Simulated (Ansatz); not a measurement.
Hypothetical wurtzite GeSe, response to strain

The reference is GeSe in the wurtzite structure (space group P6_3mc, No. 186; a = 4.790 Å, c = 5.862 Å; a hypothetical phase, not in the database extracts checked). Axes: x lies along a and z along c of the hexagonal cell.

Strains are applied to the cell and any free atomic positions relax; under biaxial strain the out-of-plane vector relaxes too.

All numbers come from PBE in Ansatz (plane waves to 420 eV, PAW, no SOC), earlier PAW set.

Notes on the quantities. energy relative to the base: free energy F; pressure: mean of the normal stresses, compression positive.

| variant | energy relative to the base | pressure | width of the top valence band | shortest interatomic distance |
|---|---|---|---|---|
| base | 0 meV/atom | 0.00 GPa | 2.10 eV | 260.4 pm |
| biaxial strain +2.46 %, plane normal [001], relaxed out of plane | – | -1.47 GPa | 1.83 eV | 258.2 pm |
| isotropic strain −5.48 % | +101 meV/atom | 8.3 GPa | – | 261.6 pm |
| isotropic strain −1.95 % | +11 meV/atom | 2.28 GPa | 2.34 eV | 261.6 pm |
| isotropic strain +0.38 % | +0.4 meV/atom | -0.37 GPa | 2.06 eV | 260.2 pm |
| isotropic strain +2.18 % | +12 meV/atom | -1.85 GPa | 1.88 eV | 259.1 pm |
| isotropic strain +3.50 % | +29 meV/atom | -2.68 GPa | 1.74 eV | 258.1 pm |
| isotropic strain +3.72 % | +33 meV/atom | -2.79 GPa | 1.72 eV | 257.9 pm |
| uniaxial strain ε_xx = +1.34 % | +0.8 meV/atom | -0.50 GPa | – | 260.1 pm |
| uniaxial strain ε_zz = −1.63 % | +1.5 meV/atom | 0.45 GPa | 2.18 eV | 260.1 pm |

The levels and masses belong to the bands next to the band gap. No phonon test of stability was made. All final runs are without spin polarisation.

Ansatz is a first-principles code.
